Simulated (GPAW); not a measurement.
Sensitivity of a calculation on Mg14ZrSn (P-6m2, 16 atoms in the cell) to its settings

```yaml
crystal:
  lattice:
    - [6.35302, 0.00000, 0.00000]
    - [-3.17651, 5.50188, 0.00000]
    - [0.00000, 0.00000, 10.43339]
  atoms:
    - { symbol: Mg, position: [0.00578, 0.50289, 0.00000] }
    - { symbol: Mg, position: [0.49711, 0.99422, 0.00000] }
    - { symbol: Mg, position: [0.49711, 0.50289, 0.00000] }
    - { symbol: Mg, position: [0.99770, 0.49885, 0.50000] }
    - { symbol: Mg, position: [0.50115, 0.00230, 0.50000] }
    - { symbol: Mg, position: [0.50115, 0.49885, 0.50000] }
    - { symbol: Mg, position: [0.16221, 0.83779, 0.24638] }
    - { symbol: Mg, position: [0.67558, 0.83779, 0.75362] }
    - { symbol: Mg, position: [0.16221, 0.32442, 0.24638] }
    - { symbol: Mg, position: [0.16221, 0.83779, 0.75362] }
    - { symbol: Mg, position: [0.67558, 0.83779, 0.24638] }
    - { symbol: Mg, position: [0.16221, 0.32442, 0.75362] }
    - { symbol: Mg, position: [0.66667, 0.33333, 0.24265] }
    - { symbol: Mg, position: [0.66667, 0.33333, 0.75735] }
    - { symbol: Zr, position: [0.00000, 0.00000, 0.00000] }
    - { symbol: Sn, position: [0.00000, 0.00000, 0.50000] }
```

Base run A: PBEsol, GPAW PAW datasets PBEsol (made by gpaw-setup) (GPAW), self-consistent single point.

Its settings: mode = pw; ecut = 800 eV; xc = PBEsol; kpts = 4 4 2; mesh shift (steps) = 0 0 0; occupations.name = fermi-dirac; occupations.width = 0.136 eV; nbands = -22; symmetry.symmorphic = false; symmetry.tolerance = 0.0005; maxiter = 150.

The starting cell comes from a database of computed structures (which also holds hypothetical and non-ambient phases and stackings), without a prior relaxation at this level.

ΔF is the free energy per atom less that of run A. A dash stands where there is no value to compare (another energy zero or no entropy term, no result, no spin, no clean gap, or a mesh too coarse for one). 

Runs:
- B: convergence.energy: default → 6e-08 eV/electron; convergence.density: default → 1e-05 e/electron; convergence.eigenstates: default → 6e-12
- C: lattice scaled by 0.985; ecut: 800 eV → 480 eV
- D: symmetry.symmorphic: false → default; symmetry.tolerance: 0.0005 → default; symmetry: default → off
- E: symmetry.tolerance: 0.0005 → default
- F: occupations.width: 0.136 eV → 0.8 eV
- G: mixer.beta: default → 0.1
- H: convergence.density: default → 1e-07 e/electron; convergence.energy: default → 5e-07 eV/electron; convergence.eigenstates: default → 4e-14
- I: mixer.backend: default → broyden

| run | ΔF (meV/atom) | pressure (GPa) | largest force (eV/Å) | k-points |
|---|---|---|---|---|
| A | 0.00 | -0.87 | 0.047 | 8 |
| B | 0.00 | -0.88 | 0.049 | 8 |
| C | 13.3 | – | 0.102 | 8 |
| D | 0.00 | -0.87 | 0.047 | 32 |
| E | 0.00 | -0.87 | 0.047 | 20 |
| F | -502.8 | 1.54 | 0.236 | 8 |
| G | 0.00 | -0.87 | 0.047 | 8 |
| H | 0.00 | -0.88 | 0.049 | 8 |
| I | 0.00 | -0.88 | 0.046 | 8 |

Run F against A: The free energy goes down by 503 meV/atom, the pressure goes from -0.87 to 1.54 GPa and the largest force goes from 0.047 to 0.236 eV/Å.

Run C against A: The free energy goes up by 13.3 meV/atom and the largest force goes from 0.047 to 0.102 eV/Å.
